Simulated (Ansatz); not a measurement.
Take SnSe in the rock salt structure (space group Fm-3m, No. 225; a = 6.019 Å) as the base.

Computed with plane-wave PAW DFT at the r2SCAN level (Ansatz, a program for electronic structure, 500 eV), no spin-orbit coupling, earlier PAW set.

For the base:

Pressure: 0.0 kbar

Modification: an isotropic linear strain of +0.98 %; the atoms relax in the strained cell.

### Question
Estimate the effect on the energy relative to the base.

### Answer
The energy increases by 3.8 meV/atom.

### Question
Predict the new pressure.

### Answer
The pressure goes from zero to -14.6 kbar.

Whether these cells are dynamically stable was not tested.
